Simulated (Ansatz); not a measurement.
InF₃ (R-3c, No. 167; cell taken from a computed entry) was calculated with HSE06 in Ansatz (plane waves, PAW).

Settings: plane-wave cutoff 500 eV, 6×6×6 k mesh, gaussian smearing 0.02 eV, scalar-relativistic PAW data made under PBE.

Cell (relaxed with r²SCAN):

```
InF3
1.0
    2.65192     1.53109     4.86469
   -2.65192     1.53109     4.86469
    0.00000    -3.06217     4.86469
In F
2 6
Cartesian
  0.00000   0.00000   7.29703
  0.00000   0.00000   0.00000
 -0.97559   1.37240   6.08086
  0.97559  -1.37240   8.51321
 -0.70074  -1.53109   6.08086
  0.70074   1.53109   8.51321
  1.67633   0.15869   6.08086
 -1.67633  -0.15869   8.51321
```

### Question
Estimate the band gap that the calculation returns.

### Answer

- band gap = 6.45 eV (on the SCF k mesh)

Note: cell and atoms aren't relaxed at this level (largest force component 0.06 eV/Å, pressure 0.6 GPa).

Spin–orbit coupling is not included.

Static lattice: no zero-point or thermal effects.

Computing time: very roughly 11 core-minutes.

Ansatz is a quantum-chemistry and plane-wave program.
